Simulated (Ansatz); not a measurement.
**Ge, response to strain**

Base system: Ge in the diamond structure (space group Fd-3m, No. 227).

```yaml
crystal:
  lattice:
    - [0.00000, 2.81109, 2.81109]
    - [2.81109, 0.00000, 2.81109]
    - [2.81109, 2.81109, 0.00000]
  atoms:
    - { symbol: Ge, position: [0.00000, 0.00000, 0.00000] }
    - { symbol: Ge, position: [0.25000, 0.25000, 0.25000] }
```

Cartesian axes are those of the cell as printed.

Strains are applied to the cell and any free atomic positions relax; under biaxial strain the out-of-plane vector relaxes too.

Level of theory: Kohn–Sham DFT with the LDA functional, run in Ansatz (a quantum-chemistry and plane-wave program) with PAW and 420 eV plane waves, no spin-orbit coupling.

Candidates:
(a) biaxial strain −1.00 %, plane normal [001], relaxed out of plane
(b) biaxial strain −0.50 %, plane normal [001], relaxed out of plane
(c) biaxial strain +2.00 %, plane normal [001], relaxed out of plane
(d) biaxial strain −2.50 %, plane normal [001], relaxed out of plane
(e) biaxial strain +2.50 %, plane normal [001], relaxed out of plane

Notes on the quantities. energy relative to the base: free energy F.

### Question
Order them by energy relative to the base, lowest first.

### Answer
(b) biaxial strain −0.50 %, plane normal [001], relaxed out of plane (+0.5 meV/atom), (a) biaxial strain −1.00 %, plane normal [001], relaxed out of plane (+1.9 meV/atom), (c) biaxial strain +2.00 %, plane normal [001], relaxed out of plane (+6.9 meV/atom), (e) biaxial strain +2.50 %, plane normal [001], relaxed out of plane (+11 meV/atom), (d) biaxial strain −2.50 %, plane normal [001], relaxed out of plane (+12 meV/atom)

Whether these cells are dynamically stable was not tested.
